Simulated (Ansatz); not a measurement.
# Ga2O3 (model structure, started from the Al2S3 type, Cc, No. 9, 10 atoms in the cell)

Level of theory: LDA (Ansatz, a program for electronic structure, plane waves, PAW).

Run with plane-wave cutoff 520 eV, 8×8×8 k mesh, Fermi–Dirac smearing 0.01 eV, scalar-relativistic PAW data made under PBE.

Cell (relaxed at this level):

```
Ga2O3
1.0
    4.70877    -2.90807     0.41928
    4.70877     2.90807     0.41928
   -2.62023     0.00000     4.48243
Ga O
4 6
Direct
  0.94781   0.20125   0.47535
  0.20125   0.94781   0.97535
  0.63031   0.83723   0.57460
  0.83723   0.63031   0.07460
  0.03749   0.28260   0.87103
  0.28260   0.03749   0.37103
  0.93181   0.81485   0.89430
  0.81485   0.93181   0.39430
  0.49216   0.74148   0.80977
  0.74148   0.49216   0.30977
```

| Quantity | Result |
|---|---|
| band gap | 2.56 eV (on the SCF k mesh) |

Note: the relaxation could raise the start's symmetry but not lower it, so the cell can be a saddle point.

Spin–orbit coupling is not included.

Static lattice: no zero-point or thermal effects.

A model structure was made by putting elements into a prototype or built by hand; it is no filed structure, need not be a known phase, and can be a saddle point held by its symmetry.
